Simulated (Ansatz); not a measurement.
We consider cubic perovskite CsCaF₃, described by BLYP in Ansatz (PAW).

Settings: plane-wave cutoff 520 eV, 8×8×8 k mesh, Fermi–Dirac smearing 0.01 eV, scalar-relativistic PAW data made under PBE.

The volume scan:

| V (Å³/atom) | E − E_lowest (meV/atom) | P (GPa) |
|---|---|---|
| 18.586 | 11.18 | 3.20 |
| 18.981 | 4.78 | 2.01 |
| 19.377 | 1.15 | 0.95 |
| 19.772 | 0.00 | 0.00 |
| 20.168 | 1.05 | -0.84 |
| 20.563 | 4.07 | -1.59 |
| 20.959 | 8.84 | -2.26 |

Q: Estimate the bulk modulus from the pressures at 19.377 and 20.168 Å³/atom, and compare it with a fit to all energies.

A: B = −V dP/dV. Between V = 19.377 and 20.168 Å³/atom, dP/dV = (-0.84 − (0.95))/(20.168 − 19.377) = -2.26 GPa per Å³/atom; at the midpoint 19.773 Å³/atom this gives B ≈ 44.7 GPa. The third-order Birch–Murnaghan fit gives V0 = 19.774 Å³/atom, B0 = 44.6 GPa, B′ = 4.7, which lies within 1 % of that estimate.

Measured, for comparison: bulk modulus 50.9 GPa (room temperature, not corrected to a static lattice; as tabulated in Vaitheeswaran et al. (2016), arXiv:1609.00541). Computed (rounded) less measured: bulk modulus -12 %.

Note: the relaxation could not lower the start's symmetry, so the cell can be a saddle point above a distorted one.

Spin–orbit coupling is not included.

Computed values are for the static lattice.

It cost very roughly 80 core-seconds of CPU time.

Ansatz is an electronic-structure program.
